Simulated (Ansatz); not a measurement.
Worked example: self-consistent single point of AlNi (Pm-3m, 2 atoms in the cell) in Ansatz (an electronic-structure program).

Method: PBE, PAW files (plane waves; Ansatz).

```
AlNi
1.0
    2.86743     0.00000     0.00000
    0.00000     2.86743     0.00000
    0.00000     0.00000     2.86743
Al Ni
1 1
Cartesian
  1.43372   1.43372   1.43372
  0.00000   0.00000   0.00000
```

Reference input (self-consistent single point, DFT, PBE, plane waves, PAW files): basis.ecutwfc = 420 eV; kpoints.mp_grid.grid = 8 8 8; hamiltonian.xc = pbe; hamiltonian.pseudopotentials = {kind: paw} (the program's default PAW files); scf.occupations.method = fermi_dirac; scf.occupations.width = 0.1 eV. This run's input differs from it in these lines:

Ansatz 0.2 input:
```diff
@@ -16,3 +16,3 @@
 scf:
-  occupations: { method: fermi_dirac, width: 0.1 eV }
+  occupations: { method: gaussian, width: 0.1 eV }
 output:
```

Output (repeated stretches shortened):

```
SCF iter   1: F=—  HF=-6378.918312 eV  |F-HF|=—  |Δ(HF+E_count)|=         —  Δρ=9.21e-2  dr2=1.83e0  ethr=3.10e-3  ⟨swp⟩=4.1  Hψ=2357  notcnv=0
all-band conjugate gradients solve this SCF's bands
preconditioner: auto → none
SCF iter   2: F=—  HF=-6378.741218 eV  |F-HF|=—  |Δ(HF+E_count)|=   1.77e-1  Δρ=6.13e-2  dr2=9.30e-1  ethr=3.10e-3  ⟨swp⟩=2.0  Hψ=943  notcnv=0  defer=18
   [... lines left out ...]
SCF iter   4: F=—  HF=-6378.526780 eV  |F-HF|=—  |Δ(HF+E_count)|=   2.12e-2  Δρ=4.33e-3  dr2=2.48e-3  ethr=6.40e-4  ⟨swp⟩=2.0  Hψ=924  notcnv=0  defer=18
SCF iter   5: F=—  HF=-6378.526904 eV  |F-HF|=—  |Δ(HF+E_count)|=   1.25e-4  Δρ=3.66e-4  dr2=1.53e-5  ethr=1.18e-5  ⟨swp⟩=2.3  Hψ=855  notcnv=0  defer=17
SCF iter   6: F=—  HF=-6378.526868 eV  |F-HF|=—  |Δ(HF+E_count)|=   3.61e-5  Δρ=5.47e-5  dr2=3.96e-7  ethr=7.30e-8  ⟨swp⟩=2.1  Hψ=861  notcnv=0  defer=17
SCF iter   7: F=-6378.526868 eV  HF=-6378.526868 eV  |F-HF|=2.01e-9  |Δ(HF+E_count)|=   2.65e-8  Δρ=3.12e-6  dr2=1.37e-9  ethr=4.76e-10  ⟨swp⟩=6.7  Hψ=2477  notcnv=0
SCF 1 converged in 7 iterations: F = -6378.526868 eV  dr2 = 1.37e-9
Free energy (F): -6378.526868 eV
Internal energy: -6378.520797 eV  (E = F + TS)
E sigma→0 (E₀):  -6378.523833 eV
Entropy (-TS):   -0.006071 eV (-3.036 meV/atom)
Fermi energy:    14.044493 eV
--- Forces (eV/Å), atoms counted from 1 ---
  atom   1  Al    -0.00000000    -0.00000000     0.00000000
  atom   2  Ni    -0.00000000     0.00000000    -0.00000000
--- Stress (GPa, compression-positive) ---
        4.581063       0.000000       0.000000
       -0.000000       4.581063       0.000000
       -0.000000       0.000000       4.581063
  P = ⅓ Tr σ = 4.5811 GPa (45.811 kbar)
  The stress holds the Pulay correction. Without it, at fixed plane waves, as pw.x and ABINIT print it: P = 4.5236 GPa
```

The run converged in 7 iterations. Against the reference run the free energy rises by 7.9 meV/atom and the pressure hardly changes (4.64 to 4.58 GPa).

The starting cell comes from a database of computed structures (which also holds hypothetical and non-ambient phases and stackings), without a prior relaxation at this level. Its lattice was rescaled by a random factor within 2.5 % of one. Spin polarisation is off. With a pressure of about 5 GPa the cell is away from its equilibrium volume at this level. Ansatz's pressure includes its estimate of the finite-basis (Pulay) stress.
